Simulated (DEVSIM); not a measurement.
Structure: abrupt Ge p-n junction, at 250 K.

Layer 1 from the left is Ge, thickness (μm) 6.90, Na (cm⁻³) 1e15, τn (s) 1.5e-5, τp (s) 1.5e-5. Layer 2 from the left is Ge, thickness (μm) 18.0, Nd (cm⁻³) 2.1e17, τn (s) 1.5e-5, τp (s) 1.5e-5.

Left contact: ohmic. Right contact: ohmic. Voltage is applied to the left contact. Recombination: SRH at mid-gap, Auger. Mobility is μmin + (μ − μmin)/(1 + (N/Nref)^α).

The device is made up for the run: typed textbook-type constants, with dimensions and the other settings drawn at random. Values at 300 K; Nc and Nv go as T^1.5, mobilities as T to minus their exponent, the gap by Varshni's rule with the affinity fixed.

Ge: gap (eV) 0.664, affinity (eV) 4, permittivity 16, Nc (cm⁻³) 1.04e19, Nv (cm⁻³) 6e18, μn (cm²/Vs) 3900, μp (cm²/Vs) 1900, μn,min 150, μp,min 100, Nref,n 2.6e17, Nref,p 4e17, αn 0.56, αp 0.6, T exponent of μn 1.66, T exponent of μp 2.33, Cn (cm⁶/s) 1e-31, Cp (cm⁶/s) 1e-31, Varshni α (eV/K) 0.000477, Varshni β (K) 235.

Estimate by hand the built-in potential, the peak field at zero bias, the capacitance at -1.5 V, and compare with a numerical solution.


- Built-in potential: ni = √(Nc Nv) exp(−Eg/2kT) = 7.88e11 cm⁻³ with Eg = 0.683 eV; Vbi = kT/q ln(Na Nd/ni²) = 0.423 V; numerical 0.423 V.
- Peak field at zero bias: depletion approximation: W = √(2εVbi/(qN)) = 0.867 μm with N = 9.95e14 cm⁻³; field = 2Vbi/W = 9760 V/cm; numerical 20800 V/cm (estimate below by 53 %).
- Capacitance at -1.5 V: C = √(qεN / 2(Vbi + |V|)) = 7.66 nF/cm²; numerical 7.79 nF/cm² (estimate below by 1.6 %).

Model (solved in DEVSIM): 1D drift-diffusion, Boltzmann statistics, complete ionisation; no tunnelling, impact ionisation, image-force lowering or self-heating.
